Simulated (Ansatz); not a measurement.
# Band gap of ZrTiO4 (P2₁2₁2, No. 18, 12 atoms in the cell; start mp-1215197) at several levels of theory

No measured value is used here.

```json
[
 {"level (code)": "LDA (Ansatz)", "value (eV)": "[?]"},
 {"level (code)": "PBEsol (Ansatz)", "value (eV)": "2.78"},
 {"level (code)": "PBEsol+SOC (Ansatz)", "value (eV)": "2.78 (direct)"},
 {"level (code)": "r²SCAN (Ansatz)", "value (eV)": "3.19"},
 {"level (code)": "r²SCAN+SOC (Ansatz)", "value (eV)": "3.19 (direct)"}
]
```

Problem. What belongs in the gaps?

Solution. 
- LDA (Ansatz, a program for electronic structure), value (eV): 2.74

Computed values are for a static lattice. Levels without +SOC have no spin–orbit coupling; where heavier elements are present it shifts gaps, mostly down, and can invert bands.  Values are at the PBEsol cell. Cutoffs differ between the levels. Ansatz's density-functional and Hartree–Fock values are scalar-relativistic unless marked +SOC, with PAW data made under PBE.

A start named mp-… is a Materials Project structure, which need not be a measured phase.
